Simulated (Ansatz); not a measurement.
# A computed series for CdSe: response to strain

Take CdSe in the wurtzite structure (space group P6_3mc, No. 186) as the base.

```
CdSe
1.0
    4.38279     0.00000     0.00000
   -2.19140     3.79561     0.00000
    0.00000     0.00000     7.15437
Cd Se
2 2
Direct
  0.33333   0.66667   0.00013
  0.66667   0.33333   0.50013
  0.33333   0.66667   0.37587
  0.66667   0.33333   0.87587
```

Cartesian axes are those of the cell as printed.

Strains are applied to the cell and any free atomic positions relax; under biaxial strain the out-of-plane vector relaxes too.

Calculations: PBE (Ansatz, a program for electronic structure, PAW, without spin-orbit coupling).

Notes on the quantities. in-plane stress: mean in-plane stress (compression positive).

| variant | out-of-plane strain | in-plane stress | electron mass |
|---|---|---|---|
| biaxial strain +0.60 %, plane normal [001], relaxed out of plane | -0.51 % | -0.4 GPa | 0.054 mₑ out of plane, 0.058 mₑ in plane (at Γ) |
| biaxial strain +1.20 %, plane normal [001], relaxed out of plane | -0.99 % | -0.9 GPa | 0.052 mₑ out of plane, 0.057 mₑ in plane (at Γ) |
| biaxial strain +1.80 %, plane normal [001], relaxed out of plane | -1.48 % | -1.3 GPa | 0.050 mₑ out of plane, 0.056 mₑ in plane (at Γ) |
| biaxial strain +2.40 %, plane normal [001], relaxed out of plane | -1.98 % | -1.7 GPa | 0.047 mₑ out of plane, 0.056 mₑ in plane (at Γ) |

The levels and masses belong to the bands next to the band gap. Effective masses come from finite differences of ±0.01 Å⁻¹. Whether these cells are dynamically stable was not tested.
